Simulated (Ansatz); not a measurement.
Density of states of Ti2AlC (P6_3/mmc) near the Fermi level, Ansatz (an electronic-structure program) with PBEsol, rigid bands.

```
E − E_F (eV) | states/eV/cell
    -1.92 | ### 1.25
    -1.82 | #### 1.52
    -1.72 | #### 1.78
    -1.62 | ###### 2.35
    -1.52 | ######## 3.33
    -1.42 | ########### 4.53
    -1.32 | ################# 6.81
    -1.22 | ################### 7.53
    -1.12 | #################### 8.10
    -1.02 | ################# 6.88
    -0.92 | ################ 6.29
    -0.82 | ###################### 8.89
    -0.72 | ######################## 9.68
    -0.62 | ############### 6.20
    -0.52 | ############# 5.05
    -0.42 | ########### 4.38
    -0.32 | ######### 3.69
    -0.22 | ######## 3.22
    -0.12 | ####### 2.74
    -0.02 | ###### 2.52
     0.08 | ###### 2.55
     0.18 | ####### 2.71
     0.28 | ######## 3.02
     0.38 | ######### 3.81
     0.48 | ######### 3.49
     0.58 | ######### 3.45
     0.68 | ########## 3.84
     0.78 | ########## 3.88
     0.88 | ######## 3.38
     0.98 | ########## 3.93
     1.08 | ############ 4.92
     1.18 | ############ 4.61
     1.28 | ########## 3.88
     1.38 | ########## 3.92
     1.48 | ########## 4.12
     1.58 | ############ 4.76
     1.68 | ################ 6.54
     1.78 | ###################### 8.86
     1.88 | ############################## 12.0
```

Problem. With 8 atoms a cell, what bare Sommerfeld coefficient γ = (π²/3) k_B² N(E_F) follows?

Solution. N(E_F) ≈ 2.5 states/eV a cell at 300 K, so γ ≈ 0.74 mJ/(mol of atoms·K²), before electron-phonon enhancement.

Problem. How far does the Fermi level move in a rigid band for 0.1 electron a cell added or removed?

Solution. 40 meV and -39 meV.

A metal at this level (no band gap); rigid bands, thermally averaged at 300 K, both spins. Spin-orbit coupling is left out. Geometry: cell and atoms relaxed with PBEsol.

Computed structure, not matched to a measured one here, so possibly hypothetical: Ti2AlC (P6_3/mmc).
